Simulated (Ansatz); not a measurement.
# CdS under a change: biaxial strain −1.57 %, plane normal [001], relaxed out of plane

Base system: CdS in the zinc blende structure (space group F-43m, No. 216; a = 5.825 Å). Axes: x, y, z lie along the cube axes.

The change: biaxial strain −1.57 %, plane normal [001], relaxed out of plane (Cartesian); in-plane vectors clamped, the third vector and the atoms free.

All numbers come from PBEsol (Ansatz, an electronic-structure program; PAW; 420 eV plane waves; without spin-orbit coupling), earlier PAW set. k-mesh 10×10×10 (Γ-centred); smearing 0.05 eV (Fermi–Dirac).

```tsv
quantity	base	changed	shift
volume per atom	24.70 Å³	24.48 Å³	-0.226 Å³
space group	F-43m (No. 216)	I-4m2 (No. 119)	–
shortest interatomic distance	2.522 Å	2.515 Å	-0.007 Å
energy relative to the base (free energy F)	0 meV/atom	+1.9 meV/atom	+1.9 meV/atom
pressure (mean of the normal stresses, compression positive)	0.00 GPa	0.53 GPa	+0.53 GPa
band gap	1.01 eV	0.98 eV	-0.03 eV
gap character	direct at Γ	direct at Γ	–
electron mass	0.11 mₑ (at Γ)	0.12 mₑ out of plane, 0.11 mₑ in plane (at Γ)	–
valence-band top at Γ (three highest levels, from the VBM)	0.00, 0.00, 0.00 eV	0.00, 0.00, -0.13 eV	–
out-of-plane strain	–	+2.27 %	–
ratio −ε⊥/ε∥	–	1.45	–
```

Masses are band curvatures over ±0.01 Å⁻¹ around the edge. Whether these cells are dynamically stable was not tested. k-point labels follow each cell's own Brillouin zone.
